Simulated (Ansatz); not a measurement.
Worked example: self-consistent single point of TiAlPt (P1, 6 atoms in the cell) in Ansatz (a program for electronic structure).

Level of theory: PBEsol, PAW files made with PBE (plane waves; Ansatz).

The change in words: atoms moved at random. Reference geometry:
```
TiAlPt
1.0
    4.41685     0.00000     0.00000
   -2.20843     3.82510     0.00000
    0.00000     0.00000     5.40771
Ti Al Pt
2 2 2
Direct
  0.00000   0.00000   0.00000
  0.00000   0.00000   0.50000
  0.33333   0.66667   0.25000
  0.66667   0.33333   0.75000
  0.66667   0.33333   0.25000
  0.33333   0.66667   0.75000
```

Reference input (self-consistent single point, DFT, PBEsol, plane waves, PAW files made with PBE): basis.ecutwfc = 420 eV; kpoints.mp_grid.grid = 6 6 4; hamiltonian.xc = pbesol; hamiltonian.pseudopotentials = {kind: paw} (the program's default PAW files); scf.occupations.method = fermi_dirac; scf.occupations.width = 0.05 eV. This run's input differs from it in these lines:

Ansatz 0.2 input:
```diff
@@ -7,8 +7,8 @@
   atoms:
-    - { symbol: Ti, position_ang: [0.00000000, 0.00000000, 0.00000000] }
-    - { symbol: Ti, position_ang: [0.00000000, 0.00000000, 2.70385500] }
-    - { symbol: Al, position_ang: [-0.00000221, 2.55007061, 1.35192750] }
-    - { symbol: Al, position_ang: [2.20842721, 1.27503339, 4.05578250] }
-    - { symbol: Pt, position_ang: [2.20842721, 1.27503339, 1.35192750] }
-    - { symbol: Pt, position_ang: [-0.00000221, 2.55007061, 4.05578250] }
+    - { symbol: Ti, position_ang: [0.01805387, 0.01096657, -0.01914329] }
+    - { symbol: Ti, position_ang: [0.00850464, 0.02973253, 2.73246179] }
+    - { symbol: Al, position_ang: [-0.02722105, 2.55839786, 1.36733947] }
+    - { symbol: Al, position_ang: [2.23408690, 1.26374551, 4.06126592] }
+    - { symbol: Pt, position_ang: [2.16598570, 1.26654931, 1.33600720] }
+    - { symbol: Pt, position_ang: [0.01743993, 2.52081621, 4.04134391] }
 basis:
```

Output, abridged:

```
SCF iter   1: F=—  HF=-30788.625633 eV  |F-HF|=—  |Δ(HF+E_count)|=         —  Δρ=3.09e-1  dr2=1.80e2  ethr=3.10e-3  ⟨swp⟩=6.3  Hψ=10743  notcnv=0
all-band conjugate gradients solve this SCF's bands
preconditioner: auto → Kerker (q_TF=auto, 2.584 Å⁻¹)
SCF iter   2: F=—  HF=-30778.366197 eV  |F-HF|=—  |Δ(HF+E_count)|=    1.03e1  Δρ=1.67e-1  dr2=5.43e1  ethr=3.10e-3  ⟨swp⟩=2.5  Hψ=6484  notcnv=0
   [... lines left out ...]
SCF iter   7: F=—  HF=-30773.251210 eV  |F-HF|=—  |Δ(HF+E_count)|=   1.07e-4  Δρ=2.05e-4  dr2=3.63e-5  ethr=8.46e-7  ⟨swp⟩=2.0  Hψ=4237  notcnv=0  defer=1
SCF iter   8: F=—  HF=-30773.251183 eV  |F-HF|=—  |Δ(HF+E_count)|=   2.75e-5  Δρ=9.85e-5  dr2=1.57e-5  ethr=5.50e-8  ⟨swp⟩=2.0  Hψ=5271  notcnv=0  defer=1
SCF iter   9: F=—  HF=-30773.251180 eV  |F-HF|=—  |Δ(HF+E_count)|=   2.36e-6  Δρ=2.80e-5  dr2=1.17e-6  ethr=2.38e-8  ⟨swp⟩=2.0  Hψ=3358  notcnv=0  defer=1
SCF iter  10: F=-30773.251180 eV  HF=-30773.251180 eV  |F-HF|=4.77e-9  |Δ(HF+E_count)|=   2.10e-7  Δρ=2.91e-6  dr2=6.25e-9  ethr=1.52e-10  ⟨swp⟩=4.2  Hψ=11272  notcnv=0
SCF 1 converged in 10 iterations: F = -30773.251180 eV  dr2 = 6.25e-9
Free energy (F): -30773.251180 eV
Internal energy: -30773.230952 eV  (E = F + TS)
E sigma→0 (E₀):  -30773.241066 eV
Entropy (-TS):   -0.020228 eV (-3.371 meV/atom)
Fermi energy:    15.728416 eV
--- Forces (eV/Å), atoms counted from 1 ---
  atom   1  Ti    -0.15906596    -0.11585659     0.34811148
  atom   2  Ti    -0.06858942    -0.27707407    -0.36631929
  atom   3  Al     0.04899222    -0.05362824    -0.08316353
  atom   4  Al    -0.09232921     0.01638911    -0.03585045
  atom   5  Pt     0.27542631     0.16324556     0.05425656
  atom   6  Pt    -0.00443157     0.26692960     0.08296689
--- Stress (GPa, compression-positive) ---
       -1.948658      -0.036042      -0.011679
       -0.036042      -1.915036       0.002181
       -0.011679       0.002181      -3.614893
  P = ⅓ Tr σ = -2.4929 GPa (-24.929 kbar)
  The stress holds the Pulay correction. Without it, at fixed plane waves, as pw.x and ABINIT print it: P = -2.5375 GPa
```

The run converged in 10 iterations. Against the reference run the free energy rises by 4.9 meV/atom, the pressure goes from -2.69 to -2.49 GPa and the largest force goes from 0.000 to 0.464 eV/Å.

The starting cell comes from a database of computed structures (which also holds hypothetical and non-ambient phases and stackings), without a prior relaxation at this level. For this run, on top of that: atoms moved at random. Spin polarisation is off. Ansatz's pressure includes its estimate of the finite-basis (Pulay) stress.
